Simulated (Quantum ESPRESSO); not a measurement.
## How far to go with shifted k-point meshes: Ni (Fm-3m, 1 atom in the cell)

```
CELL_PARAMETERS angstrom
      0.00000     1.75472     1.75472
      1.75472     0.00000     1.75472
      1.75472     1.75472     0.00000
ATOMIC_POSITIONS crystal
  Ni 0.00000 0.00000 0.00000
```
Moments meant for the start (each program seeds them in its own way; μB, in the order of the atoms Ni): 1.0.

Computed with PBE, PSlibrary PAW (PBE) pseudopotentials (plane waves; Quantum ESPRESSO).

Base settings: ecutwfc = 50 Ry; ecutrho = 300 Ry; occupations = smearing; smearing = gauss; degauss = 0.0073499 Ry; nspin = 2; potentials = {Ni: Ni.pbe-n-kjpaw_psl.1.0.0.UPF}; K_POINTS = automatic 16 16 16 0 0 0; conv_thr = 1e-10 Ry; mixing_beta = 0.3.

Only quantities that move along the ladder and can be compared are tabulated.

The count of work is k-points × plane waves × bands × iterations; it is no time. 

The starting cell has typed, rounded lattice constants, without a prior relaxation at this level. Its lattice was rescaled by up to half a per cent. With one magnetic atom in the cell only a parallel order is possible.

| K_POINTS | free energy less the last step's (meV/atom) | pressure (GPa) | net moment (μB/atom) | count of work / last |
|---|---|---|---|---|
| automatic 3 3 3 1 1 1 | -6.76 | 0.01 | 0.670 | 0.0032 |
| automatic 5 5 5 1 1 1 | 1.02 | 1.53 | 0.740 | 0.0093 |
| automatic 7 7 7 1 1 1 | 3.71 | 1.10 | 0.640 | 0.023 |
| automatic 9 9 9 1 1 1 | -1.08 | 0.94 | 0.630 | 0.046 |
| automatic 11 11 11 1 1 1 | -0.30 | 1.12 | 0.660 | 0.072 |
| automatic 14 14 14 1 1 1 | 0.27 | 1.01 | 0.640 | 0.14 |
| automatic 17 17 17 1 1 1 | -0.19 | 1.06 | 0.640 | 0.24 |
| automatic 21 21 21 1 1 1 | -0.05 | 1.03 | 0.640 | 0.44 |
| automatic 25 25 25 1 1 1 | -0.02 | 1.05 | 0.640 | 0.73 |
| automatic 28 28 28 1 1 1 | 0.00 | 1.05 | 0.640 | 1.0 |

Coarsest K_POINTS that holds the pressure within 0.2 GPa of the last step, with all finer ones: automatic 7 7 7 1 1 1, at 0.023 of the last step's count of work; the step before is off by 0.48 GPa.

Coarsest K_POINTS that holds the net moment within 0.05 μB/atom of the last step, with all finer ones: automatic 7 7 7 1 1 1, at 0.023 of the last step's count of work; the step before is off by 0.10 μB/atom.

Coarsest K_POINTS that holds the free energy within 2 meV/atom of the last step, with all finer ones: automatic 9 9 9 1 1 1, at 0.046 of the last step's count of work; the step before is off by 3.7 meV/atom.
